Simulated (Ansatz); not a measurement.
The starting structures come from a database of crystals and need not be the phases stable at ambient conditions.

 Where the default PAW files enter, the runs use the earlier of Ansatz's two default sets.

The decay constant κ of evanescent states in the gap governs leakage through a thin film.

Given:

```
CELL_PARAMETERS angstrom
      4.65500     0.00000     0.00000
     -2.32750     4.03135     0.00000
      2.32750     1.34378     4.94517
ATOMIC_POSITIONS crystal
  Li 0.00000 0.00000 0.00000
  Li 0.00000 0.50000 0.50000
  N  0.50000 0.75000 0.75000
  N  0.50000 0.25000 0.25000
  O  0.50000 0.02023 0.75000
  O  0.50000 0.97977 0.25000
  O  0.22977 0.47977 0.75000
  O  0.77023 0.52023 0.25000
  O  0.77023 0.75000 0.75000
  O  0.22977 0.25000 0.25000
```

Space group of this cell: R-3c. The cell is taken as given; by r2SCAN its mean pressure is -1.3 GPa.

Transport runs along the normal of the first two printed cell vectors, the (001) plane of the conventional cell.

No gap correction and no spin-orbit coupling; mid-gap values are interpolated between computed energies.

Predict the band gap and the smallest decay constant κ at mid-gap from r2SCAN run with Ansatz (a first-principles code).

Gap 3.62 eV on a 8×8×8 mesh; κ = 0.782 1/Å, at the zone centre.
